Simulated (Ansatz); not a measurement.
# NaI in the CsCl type structure (space group Pm-3m, No. 221; a hypothetical phase, not in the database extracts checked)

```
CELL_PARAMETERS angstrom
      4.03976     0.00000     0.00000
      0.00000     4.03976     0.00000
      0.00000     0.00000     4.03976
ATOMIC_POSITIONS crystal
  Na 0.00000 0.00000 0.00000
  I  0.50000 0.50000 0.50000
```

Method: Ansatz (a first-principles code), r2SCAN, PAW, cutoff 500 eV, spin-orbit coupling left out. k-mesh 8×8×8 (Γ-centred); smearing 0.05 eV (Fermi–Dirac).

| Quantity | Value |
|---|---|
| Volume per atom | 32.96 Å³ |
| Density | 3.78 g/cm³ |
| Band gap | 3.06 eV, indirect, M → Γ |
| Electron mass | 0.27 mₑ |
| Total energy | -4509.627 eV/atom (σ→0; compares only within this code and set-up) |

With I present, leaving out spin-orbit coupling can change the band edges. Masses are band curvatures over ±0.01 Å⁻¹ around the edge. No phonon test of stability was made.
